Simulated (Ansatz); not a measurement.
Density of states of monolayer GeSe above the conduction band minimum, PBE, rigid bands (Ansatz, a first-principles code); cell area 17.00 Å².

| energy from edge (eV) | 10⁻³ states/eV/cell |
|---|---|
| 0.006 | 388 |
| 0.031 | 565 |
| 0.056 | 594 |
| 0.081 | 633 |
| 0.106 | 684 |
| 0.131 | 753 |
| 0.156 | 868 |
| 0.181 | 1080 |
| 0.206 | 1250 |
| 0.231 | 1350 |
| 0.256 | 1440 |
| 0.281 | 1500 |
| 0.319 | 1630 |
| 0.344 | 1710 |
| 0.369 | 1830 |
| 0.394 | 1940 |
| 0.419 | 2050 |
| 0.444 | 2370 |
| 0.469 | 5430 |
| 0.494 | 5130 |
| 0.519 | 4990 |
| 0.544 | 4540 |
| 0.569 | 4310 |
| 0.594 | 4540 |

What effective density of states at 300 K does this give (∫ g(E) exp(−E/k_BT) dE, both spins, divided by the cell's size)?

8.0e12 cm⁻².

Spin-orbit coupling is left out. Geometry: cell and atoms relaxed with PBE.
